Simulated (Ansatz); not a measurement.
## What biaxial strain −1.50 %, plane normal [001], relaxed out of plane does to GaP

Consider GaP in the zinc blende structure (space group F-43m, No. 216; a = 5.439 Å). Axes: x, y, z lie along the cube axes.

Now apply this change: biaxial strain −1.50 %, plane normal [001], relaxed out of plane (Cartesian); in-plane vectors clamped, the third vector and the atoms free.

All numbers come from Kohn–Sham DFT with the PBEsol functional, run in Ansatz (a program for electronic structure) with PAW and 420 eV plane waves, spin-orbit coupling left out. Settings: 11×11×11 k-points, 0.05 eV Fermi–Dirac smearing.

The energy increases by 4.1 meV/atom and the pressure (mean of the normal stresses, compression positive) goes from zero to 1.49 GPa. The band gap falls by 0.167 eV to 1.29 eV and the gap character is indirect, Γ → Γ–X (87 % along). The smallest direct gap goes up by 0.08 eV to 1.88 eV and the electron mass changes from 1.2 mₑ along k, 0.23 mₑ across (off the special points) to 1.1 mₑ along k, 0.22 mₑ across (off the special points). The valence-band top at Γ (three highest levels, from the VBM) changes from 0.00, 0.00, 0.00 eV to 0.00, 0.00, -0.17 eV and the valley order (the lowest conduction-band minima on the path, energy above the VBM, named in the base's zone) changes from a point along ⟨100⟩, about 1.0 Å⁻¹ from Γ 1.45 eV; L along ⟨111⟩ 1.60 eV; Γ 1.80 eV to a point along [010], about 1.0 Å⁻¹ from Γ 1.29 eV; a point along [001], about 1.0 Å⁻¹ from Γ 1.53 eV; L along [111] 1.58 eV; Γ 1.88 eV. The out-of-plane strain amounts to +1.32 % and the ratio −ε⊥/ε∥ is 0.88. The mean in-plane stress (compression positive) amounts to +2.2 GPa.

Cost of the whole job for the changed cell (relaxation, final SCF and bands): around 30 core-seconds (rough).

Effective masses come from finite differences of ±0.01 Å⁻¹. Along k means along the line from Γ to the band edge. Whether these cells are dynamically stable was not tested. Labels are those of the standard path for the cell's own space group.
